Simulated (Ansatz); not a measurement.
The starting structures come from a database of crystals and need not be the phases stable at ambient conditions.

The decay constant κ of evanescent states in the gap governs leakage through a thin film.

Input:

```
WO3
1.0
    3.80620     0.00000     0.00000
    0.00000     5.38278     0.00000
    0.00000     2.69139     2.69139
W O
1 3
Direct
  0.00000   0.00000   0.00000
  0.50000   0.00000   0.00000
  0.00000   0.50000   0.50000
  0.00000   0.00000   0.50000
```

The cell is taken as given; by PBEsol it stands under a pressure of -1.3 GPa.

Transport runs along the normal of the first two printed cell vectors, the (110) plane of the conventional cell.

The gap is the functional's own. No spin-orbit coupling. Mid-gap values are those at the computed energy nearest the middle.

**Question.** Compute, with PBEsol in Ansatz (a quantum-chemistry and plane-wave program), the band gap and the smallest decay constant κ at mid-gap.

**Answer.** Gap 0.58 eV on a 12×12×12 mesh; κ = 0.100 1/Å, at the zone centre.
